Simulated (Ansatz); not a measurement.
Defect: Ga vacancy in wurtzite GaN, charge state -3. The step: one Ga atom jumps into the vacancy from a nearby Ga site; the atom moves 3.11 Å along (0.00, 0.96, 0.00) of the unit cell; the moving atom starts with neighbours N at 1.87, 2 N at 1.98, N at 2.00 Å and ends with N at 1.87, 2 N at 1.98, N at 2.00 Å. DFT values are from Ansatz (plane-wave PAW, 420 eV unless said) in a cell of 72 host sites, spin-restricted, static, with no finite-size correction. The charge state is imposed; whether it is stable for some Fermi level was not computed. Forms of the defect that were not tried may lie lower. For the PBE band: the saddle point's order was not checked.

```tsv
Level	Forward barrier (eV)	Cost of the band or of the saddle's single point
CHGNet universal potential (has no charge state), its own band	1.54	-
PBE, one k-point at (0.125, 0.250, 0.250), band relaxed	2.15	roughly 23 core-minutes
PBE, a 2×2×2 k-point mesh shifted by half a step along c, same geometries	2.16	around 8 core-minutes (rough)
r2SCAN at 500 eV, one k-point at (0.125, 0.250, 0.250), same geometries	?	about 4 core-minutes (a rough figure)
```

### Question
Complete the blanks.

### Answer

- r2SCAN at 500 eV, one k-point at (0.125, 0.250, 0.250), same geometries, Forward barrier (eV): 2.41

Ansatz is an electronic-structure program.
